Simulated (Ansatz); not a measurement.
**GaP (model structure, started from the BN type, Pm-3n, No. 223, 12 atoms in the cell)**

Level of theory: PBEsol in Ansatz (plane waves, PAW).

Run with plane-wave cutoff 520 eV, 6×6×6 k mesh, Fermi–Dirac smearing 0.01 eV, scalar-relativistic PAW data made under PBE.

Cell (relaxed at this level):

```xyz
12
Lattice="6.7060 0.0000 0.0000 0.0000 6.7060 0.0000 0.0000 0.0000 6.7060" Properties=species:S:1:pos:R:3 pbc="T T T"
Ga     1.6765     0.0000     3.3530
Ga     3.3530     1.6765     0.0000
Ga     3.3530     5.0295     0.0000
Ga     5.0295     0.0000     3.3530
Ga     0.0000     3.3530     5.0295
Ga     0.0000     3.3530     1.6765
P      1.6765     3.3530     0.0000
P      0.0000     1.6765     3.3530
P      0.0000     5.0295     3.3530
P      5.0295     3.3530     0.0000
P      3.3530     0.0000     5.0295
P      3.3530     0.0000     1.6765
```

For GaP (model structure, started from the BN type, Pm-3n, No. 223, 12 atoms in the cell), the band gap is 0.86 eV (indirect). The smallest direct gap on the k points sampled is 1.01 eV and the Γ–Γ gap is 1.04 eV.

Note: the relaxation could raise the start's symmetry but not lower it, so the cell can be a saddle point.

Spin–orbit coupling is not included.

It cost around 80 core-seconds (rough) of CPU time.

A model structure was made by putting elements into a prototype or built by hand; it is no filed structure, need not be a known phase, and can be a saddle point held by its symmetry.

Ansatz is an electronic-structure program.
